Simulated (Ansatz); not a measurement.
We consider MoInN3 (model structure, started from the LiNbO3 type, R3c, No. 161, 10 atoms in the cell), described by PBEsol (plane waves, PAW; Ansatz, a program for electronic structure).

Numerical settings: plane-wave cutoff 520 eV, 8×8×8 k mesh, Fermi–Dirac smearing 0.01 eV, no spin polarisation, scalar-relativistic PAW data made under PBE.

Cell (relaxed with PBEsol):

Space group R3c, hexagonal axes (No. 161); a = 5.3646 Å, b = 5.3646 Å, c = 14.5281 Å, α = 90.00°, β = 90.00°, γ = 120.00°

```
atom  site  symmetry       x       y       z
----  ----  --------  ------  ------  ------
In      6a        3.  0.0000  0.0000  0.2198
Mo      6a        3.  0.0000  0.0000  0.4932
N      18b         1  0.6171  0.6171  0.2733
```
(The calculation used a cell of 10 atoms; values per cell refer to that cell.)

Q: Predict the band gap and smallest direct gap on the k points sampled.

A: 
band gap: 1.28 eV
smallest direct gap on the k points sampled: 1.64 eV

Note: the relaxation could raise the start's symmetry but not lower it, so the cell can be a saddle point.

Spin–orbit coupling is not included.

Static lattice: no zero-point or thermal effects.

A model structure was made by putting elements into a prototype or built by hand; it is no filed structure, need not be a known phase, and can be a saddle point held by its symmetry.
